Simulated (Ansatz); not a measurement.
## Short convergence ladders for Ir3Rh (I4mm, 4 atoms in the cell)

```
CELL_PARAMETERS angstrom
     -1.92485     1.92485     3.85424
      1.92485    -1.92485     3.85424
      1.92485     1.92485    -3.85424
ATOMIC_POSITIONS crystal
  Ir 0.75000 0.25000 0.50000
  Ir 0.25000 0.75000 0.50000
  Ir 0.50649 0.50649 0.00000
  Rh 0.00000 0.00000 0.00000
```

Base method: PBEsol, default PAW files made with PBE (plane waves; Ansatz, a program for electronic structure).

Base settings: basis.ecutwfc = 420 eV; kpoints.mp_grid.grid = 8 8 8; hamiltonian.xc = pbesol; hamiltonian.pseudopotentials = {kind: paw} (the program's default PAW files); scf.occupations.method = fermi_dirac; scf.occupations.width = 0.1 eV.

The count of work is k-points × plane waves × bands × iterations; it is no time. 

**The cutoff for other potential files**

Level: DFT, PBEsol, plane waves, harder PAW files (source: ansatz) made with PBE.

In this ladder: hamiltonian.pseudopotentials = {kind: paw, source: ansatz}.

The second cell is the first with its lattice scaled by 0.98.

The mesh stays at the base's, so the ladder's end is converged at best in this setting alone.

The first pressure column holds Ansatz's estimate of the finite-basis (Pulay) stress, which hides part of the cutoff error; the other is without it.

Only quantities that move along the ladder and can be compared are tabulated.

| basis.ecutwfc | free energy less the last step's (meV/atom) | energy of the compressed cell less the first (meV/atom) | pressure (GPa) | pressure without the Pulay estimate (GPa) | largest difference of a force vector from the last step's (eV/Å) | count of work / last |
|---|---|---|---|---|---|---|
| 280 eV | 47080.30 | -496.35 | -121.46 | -2845.43 | 4.020 | 0.100 |
| 340 eV | 6976.48 | 110.67 | -1.82 | -583.08 | 1.391 | 0.13 |
| 435 eV | 286.53 | 12.26 | -8.36 | -41.89 | 0.055 | 0.18 |
| 525 eV | 7.76 | 10.26 | -8.66 | -9.98 | 0.001 | 0.28 |
| 620 eV | 1.34 | 10.34 | -8.64 | -8.66 | 0.000 | 0.35 |
| 745 eV | 0.61 | 10.30 | -8.65 | -8.67 | 0.000 | 0.42 |
| 930 eV | 0.28 | 10.28 | -8.65 | -8.67 | 0.000 | 0.66 |
| 1240 eV | 0.00 | 10.27 | -8.65 | -8.66 | 0.000 | 1.0 |

Coarsest basis.ecutwfc that holds the forces within 0.02 eV/Å of the last step, with all finer ones: 525 eV, at 0.28 of the last step's count of work; the step before is off by 0.055 eV/Å.

Coarsest basis.ecutwfc that holds the free energy within 2 meV/atom of the last step, with all finer ones: 620 eV, at 0.35 of the last step's count of work; the step before is off by 7.8 meV/atom.

Coarsest basis.ecutwfc that holds the pressure within 1 GPa of the last step, with all finer ones: 435 eV, at 0.18 of the last step's count of work; the step before is off by 6.8 GPa.

The energy difference between the two cells stays within 1 meV/atom of the last step's from 525 eV on, the total only from 745 eV on: much of the error is common to both cells and cancels.

At the lowest cutoff the pressure without the Pulay estimate lies 2840 GPa under the last step's, the usual sign of Pulay stress in an incomplete plane-wave basis.

**The relaxed cell against the cutoff**

On Ir3Rh (I4/mmm, 4 atoms in the cell): atoms on their sites.

In this ladder: relax = cell and atoms.

The mesh stays at the base's, so the ladder's end is converged at best in this setting alone.

Only quantities that move along the ladder and can be compared are tabulated.

| basis.ecutwfc | relaxed volume (Å³/atom) | relaxation steps |
|---|---|---|
| 210 eV | 13.406 | 61 |
| 250 eV | 14.238 | 12 |
| 295 eV | 13.925 | 12 |
| 355 eV | 13.907 | 7 |
| 420 eV | 13.907 | 5 |
| 505 eV | 13.907 | 5 |
| 630 eV | 13.906 | 5 |
| 840 eV | 13.906 | 5 |

Coarsest basis.ecutwfc that holds the relaxed volume within 0.028 Å³/atom of the last step, with all finer ones: 295 eV; the step before is off by 0.33 Å³/atom.

At the lowest cutoff the cell relaxes to a volume 3.6 % smaller than at the highest. Ansatz relaxes on a stress corrected for the finite basis.

On the base run: the starting cell comes from a database of computed structures (which also holds hypothetical and non-ambient phases and stackings), without a prior relaxation at this level. Its lattice was rescaled by up to half a per cent. One atom was moved a little off its site on purpose. Spin polarisation is off.

Keys are those of Ansatz 0.2.
